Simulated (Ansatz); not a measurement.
Take ZnSe in the zinc blende structure (space group F-43m, No. 216; a = 5.6655 Å) as the base. Axes: x, y, z lie along the cube axes.

The values are results of r2SCAN (Ansatz, a program for electronic structure; PAW; 500 eV plane waves; scalar-relativistic without spin-orbit coupling), not measurements.

Before the change:

| Item | Result |
|---|---|
| Valley order | Γ 1.87 eV; L along ⟨111⟩ 3.05 eV; X along ⟨100⟩ 3.34 eV |
| Electron mass | 0.12 mₑ (at Γ) |
| Valence-band top at Γ | 0.00, 0.00, 0.00 eV |

Perturbation: a pure shear with ε_yz = ε_zy = -0.0023; the atoms relax in the strained cell.

### Question
What happens to the valley order, electron mass and valence-band top at Γ?

### Answer
The valley order (the lowest conduction-band minima on the path, energy above the VBM, named in the base's zone) becomes Γ 1.85 eV; L along [111] 3.02 eV; L along [1-11] 3.06 eV; X along [100] 3.32 eV (base: Γ 1.87 eV; L along ⟨111⟩ 3.05 eV; X along ⟨100⟩ 3.34 eV); the electron mass is still 0.12 mₑ (at Γ); the valence-band top at Γ (three highest levels, from the VBM) goes from 0.00, 0.00, 0.00 eV to 0.00, -0.01, -0.03 eV.

The levels and masses belong to the bands next to the band gap. Effective masses come from finite differences of ±0.01 Å⁻¹. Whether these cells are dynamically stable was not tested.
